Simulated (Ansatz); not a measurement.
Input and output of a self-consistent single point for CuPt (P1, 2 atoms in the cell) (Ansatz, an electronic-structure program).

Method of the run: LDA (PW92), PAW files made with PBE (plane waves; Ansatz).

The change in words: lattice scaled by 0.98. Reference geometry:
```xyz
2
Lattice="1.3623 0.7865 4.2445 -1.3623 0.7865 4.2445 0.0000 -1.5730 4.2445" Properties=species:S:1:pos:R:3 pbc="T T T"
Cu     0.0092    -0.0011     0.0309
Pt    -0.0092     0.0011     6.3358
```

Reference input (self-consistent single point, DFT, LDA (PW92), plane waves, PAW files made with PBE): basis.ecutwfc = 420 eV; kpoints.mp_grid.grid = 9 9 9; hamiltonian.xc = lda; hamiltonian.pseudopotentials = {kind: paw} (an earlier, softer set of the program's PAW files); scf.occupations.method = gaussian; scf.occupations.width = 0.136 eV. This run's input differs from it in these lines:

```diff
@@ -3,5 +3,5 @@
   lattice:
-    - [1.36229500, 0.78652100, 4.24445300]
-    - [-1.36229500, 0.78652100, 4.24445300]
-    - [0.00000000, -1.57304300, 4.24445300]
+    - [1.33504900, 0.77079100, 4.15956400]
+    - [-1.33504900, 0.77079100, 4.15956400]
+    - [0.00000000, -1.54158200, 4.15956400]
   atoms:
```

Output (repeated stretches shortened):

```
SCF iter   1: F=—  HF=-18803.958685 eV  |F-HF|=—  |Δ(HF+E_count)|=         —  Δρ=1.41e-1  dr2=7.80e0  ethr=3.10e-3  ⟨swp⟩=4.2  Hψ=30662  notcnv=0
all-band conjugate gradients solve this SCF's bands
preconditioner: auto → Kerker (q_TF=auto, 2.899 Å⁻¹)
SCF iter   2: F=—  HF=-18802.456337 eV  |F-HF|=—  |Δ(HF+E_count)|=    1.50e0  Δρ=5.84e-2  dr2=8.34e-1  ethr=3.10e-3  ⟨swp⟩=2.1  Hψ=16598  notcnv=0  defer=168
   [... lines left out ...]
SCF iter   6: F=—  HF=-18802.296185 eV  |F-HF|=—  |Δ(HF+E_count)|=   1.35e-4  Δρ=1.10e-3  dr2=2.67e-4  ethr=7.71e-6  ⟨swp⟩=2.5  Hψ=11453  notcnv=0  defer=138
SCF iter   7: F=—  HF=-18802.296158 eV  |F-HF|=—  |Δ(HF+E_count)|=   2.72e-5  Δρ=1.27e-4  dr2=2.26e-6  ethr=7.21e-7  ⟨swp⟩=1.5  Hψ=9708  notcnv=0  defer=138
SCF iter   8: F=—  HF=-18802.296157 eV  |F-HF|=—  |Δ(HF+E_count)|=   1.10e-6  Δρ=1.99e-5  dr2=7.80e-8  ethr=2.70e-10  ⟨swp⟩=5.5  Hψ=38682  notcnv=0
SCF iter   9: F=-18802.296157 eV  HF=-18802.296157 eV  |F-HF|=5.12e-9  |Δ(HF+E_count)|=   2.71e-9  Δρ=4.21e-6  dr2=6.53e-9  ethr=2.11e-10  ⟨swp⟩=2.3  Hψ=30726  notcnv=0
SCF 1 converged in 9 iterations: F = -18802.296157 eV  dr2 = 6.53e-9
Free energy (F): -18802.296157 eV
Internal energy: -18802.293544 eV  (E = F + TS)
E sigma→0 (E₀):  -18802.294850 eV
Entropy (-TS):   -0.002613 eV (-1.307 meV/atom)
Fermi energy:    21.168324 eV
--- Forces (eV/Å), atoms counted from 1 ---
  atom   1  Cu    -0.05112998     0.00613298    -0.77326403
  atom   2  Pt     0.05112907    -0.00613293     0.77329736
--- Stress (GPa, compression-positive) ---
        3.433078      -0.085696       0.132834
       -0.085696       3.415364      -0.028168
        0.132834      -0.028168       6.882072
  P = ⅓ Tr σ = 4.5768 GPa (45.768 kbar)
  The stress holds the Pulay correction. Without it, at fixed plane waves, as pw.x and ABINIT print it: P = 4.4909 GPa
```

The run converged in 9 iterations. Against the reference run the free energy goes down by 14.8 meV/atom, the pressure goes from -9.58 to 4.58 GPa and the largest force goes from 0.582 to 0.775 eV/Å.

The starting cell comes from a database of computed structures (which also holds hypothetical and non-ambient phases and stackings), without a prior relaxation at this level. Its atoms were displaced at random from the sites of space group no. 166. For this run, on top of that: lattice scaled by 0.98. Spin polarisation is off. With a pressure of about 5 GPa the cell is away from its equilibrium volume at this level. Ansatz's pressure includes its estimate of the finite-basis (Pulay) stress.

Cost on one core of a shared machine: roughly 50 s.

Keys are those of Ansatz 0.2.
